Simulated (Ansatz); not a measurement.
Input:

End structure of H2 on the (111) surface of germanium (2x2 Ge adatom at T4; a constructed slab, bottom: 4 H on 4 bottom sites), one in a cell of 57 Å², started at the site 'top Ge':

```xyz
39
Lattice="8.1459 0.0000 0.0000 -4.0729 7.0545 0.0000 0.0000 0.0000 33.5000" Properties=species:S:1:pos:R:3 pbc="T T T"
Ge     0.0000     0.0000    11.2967
Ge     4.0729     0.0000    11.2967
Ge    -2.0365     3.5273    11.2967
Ge     2.0365     3.5273    11.2967
Ge     0.0000     2.3515    12.1281
Ge     4.0729     2.3515    12.1281
Ge    -2.0365     5.8788    12.1281
Ge     2.0365     5.8788    12.1281
Ge     0.0072     2.3473    14.6184
Ge     4.0657     2.3473    14.6184
Ge    -2.0365     5.8871    14.6184
Ge     2.0365     5.8788    14.5741
Ge     2.0365     1.1758    15.4953
Ge     6.1094     1.1546    15.4251
Ge     0.0184     4.7136    15.4251
Ge     4.0546     4.7136    15.4251
Ge     2.0365     1.1757    17.9907
Ge     6.1094     1.0907    17.8977
Ge     0.0739     4.7458    17.8977
Ge     3.9990     4.7458    17.8977
Ge     0.0084     0.0050    18.8458
Ge     4.0646     0.0050    18.8458
Ge    -2.0365     3.5275    18.3022
Ge     2.0365     3.5175    18.8456
Ge    -0.1473    -0.0852    21.3654
Ge     4.2202    -0.0852    21.3654
Ge    -2.0365     3.5270    20.7224
Ge     2.0365     3.6973    21.3651
Ge    -0.0925     2.4048    21.8906
Ge     4.1654     2.4048    21.8906
Ge    -2.0365     5.7719    21.8907
Ge     2.0365     5.8785    22.6432
H      0.0050     0.0029     9.7380
H      4.0679     0.0029     9.7380
H     -2.0365     3.5273     9.7385
H      2.0365     3.5215     9.7380
Ge    -2.0365     3.5278    23.3759
H     -2.4120     3.4999    26.7599
H     -1.6609     3.4999    26.7599
```

Set-up: 39 atoms, 13.7 Å thick at the start with caps and adatoms under the adsorbate (thin: gaps and levels are the slab's own); mesh 3x3x1; 0.01 eV smearing; dipole correction on; 20 atoms held, the rest relaxed; symmetry of the start imposed; no spin (no spin-polarised run to compare, though such a face may carry moments), no spin-orbit, no U. The slab shows no gap over 0.04 eV on its mesh. At the end no host atom lies within bonding distance. In D3-corrected PBE this state lies 0.05 eV over the lowest of the starts that converged ('over Ge at depth 1.5 Å').

A negative adsorption energy means that the adsorbate is more stable on the surface than in its reference.

**Question.** Estimate the work function of the top face that PBE with D3(BJ) dispersion run with Ansatz (a first-principles code) returns for this input.

**Answer.** 4.34 eV

**Question.** What change of the step from the bottom to the top vacuum level, against the clean slab does PBE with D3(BJ) dispersion give?

**Answer.** -0.066 eV

**Question.** Give the adsorption energy against H2(g) at the level PBE with D3(BJ) dispersion.

**Answer.** -0.034 eV

**Question.** Predict the change of the work function from PBE with D3(BJ) dispersion.

**Answer.** -0.067 eV
